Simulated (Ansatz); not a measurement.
Density of states of monolayer SnSe$_{2}$ above the conduction band minimum, PBE, rigid bands (Ansatz, a quantum-chemistry and plane-wave program); cell area 12.96 Å².

```json
[
 {"energy from edge (eV)": "0.006", "10⁻³ states/eV/cell": "640"},
 {"energy from edge (eV)": "0.031", "10⁻³ states/eV/cell": "654"},
 {"energy from edge (eV)": "0.056", "10⁻³ states/eV/cell": "663"},
 {"energy from edge (eV)": "0.081", "10⁻³ states/eV/cell": "670"},
 {"energy from edge (eV)": "0.106", "10⁻³ states/eV/cell": "644"},
 {"energy from edge (eV)": "0.131", "10⁻³ states/eV/cell": "690"},
 {"energy from edge (eV)": "0.156", "10⁻³ states/eV/cell": "698"},
 {"energy from edge (eV)": "0.181", "10⁻³ states/eV/cell": "683"},
 {"energy from edge (eV)": "0.206", "10⁻³ states/eV/cell": "717"},
 {"energy from edge (eV)": "0.231", "10⁻³ states/eV/cell": "719"},
 {"energy from edge (eV)": "0.256", "10⁻³ states/eV/cell": "716"},
 {"energy from edge (eV)": "0.281", "10⁻³ states/eV/cell": "724"},
 {"energy from edge (eV)": "0.319", "10⁻³ states/eV/cell": "762"},
 {"energy from edge (eV)": "0.344", "10⁻³ states/eV/cell": "761"},
 {"energy from edge (eV)": "0.369", "10⁻³ states/eV/cell": "797"},
 {"energy from edge (eV)": "0.394", "10⁻³ states/eV/cell": "787"},
 {"energy from edge (eV)": "0.419", "10⁻³ states/eV/cell": "815"},
 {"energy from edge (eV)": "0.444", "10⁻³ states/eV/cell": "836"},
 {"energy from edge (eV)": "0.469", "10⁻³ states/eV/cell": "840"},
 {"energy from edge (eV)": "0.494", "10⁻³ states/eV/cell": "869"},
 {"energy from edge (eV)": "0.519", "10⁻³ states/eV/cell": "869"},
 {"energy from edge (eV)": "0.544", "10⁻³ states/eV/cell": "897"},
 {"energy from edge (eV)": "0.569", "10⁻³ states/eV/cell": "915"},
 {"energy from edge (eV)": "0.594", "10⁻³ states/eV/cell": "927"}
]
```

Q: What effective density of states at 300 K does this give (∫ g(E) exp(−E/k_BT) dE, both spins, divided by the cell's size)?

A: 1.3e13 cm⁻².

Spin-orbit coupling is left out. Geometry: cell and atoms relaxed with PBE.

Model free-standing layer, not matched to a measured one here: monolayer SnSe2.
